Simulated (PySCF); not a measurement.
PySCF 2.14.0, PBE0/def2-svp, df: W(O)(S)(F)(Cl) ([O]=[W]([F])(=[S])[Cl]), 5 atoms. The geometry is a generated start, not checked to be a minimum at this level.

- task: energy
- method: pbe0
- basis: def2-svp
- two-electron scheme: density fitting
- mol.max_memory: 3000 MB
- mf.max_cycle: 100
- mf.conv_tol: 1e-09 (default)
- mf.grids.level: 3 (default)
- effective core potentials: those of the basis set, past Kr
- basis functions: 96
- grid points: 90416

```xyz
5

W      0.0543    -0.0504    -0.1123
O      1.2088     0.0777    -1.3131
S      1.0206    -0.4264     1.7964
F     -1.1876    -1.3811    -0.3984
Cl    -1.0961     1.7802     0.0275
```

Charge 0 and multiplicity 1 are set for this test and not shown to be the ground state.

With the defaults (mf.DIIS = CDIIS, mf.diis = true, mf.diis_damp = 0, mf.init_guess = minao, mf.diis_space = 8, mf.damp = 0, mf.diis_start_cycle = 1, mf.level_shift = 0) it converges in 14 Fock builds. One run each on 2 threads, 1 BLAS thread, with these changes:
- mf.level_shift = 0.1 Hartree
- mf.DIIS = EDIIS
- mf.diis = false
- mf.level_shift = 1 Hartree
- mf.damp = 0.7, mf.diis_start_cycle = 8
- mf.diis_damp = 0.3
- mf.init_guess = mod_huckel
- mf.init_guess = atom
- mf.diis_space = 3

### Question
Which of these changes keep the SCF from converging, or lead it to another solution?

### Answer
No convergence: mf.DIIS = EDIIS; mf.diis = false (the run ends without SCF convergence in 100 cycles). The rest reach the solution of the defaults.

| setting | Fock builds | end |
|---|---|---|
| the defaults | 14 | same solution |
| mf.diis_damp = 0.3 | 14 | same solution |
| mf.init_guess = atom | 16 | same solution |
| mf.level_shift = 0.1 Hartree | 16 | same solution |
| mf.damp = 0.7, mf.diis_start_cycle = 8 | 17 | same solution |
| mf.init_guess = mod_huckel | 19 | same solution |
| mf.diis_space = 3 | 32 | same solution |
| mf.level_shift = 1 Hartree | 38 | same solution |
| mf.DIIS = EDIIS | 101 | no convergence |
| mf.diis = false | 101 | no convergence |
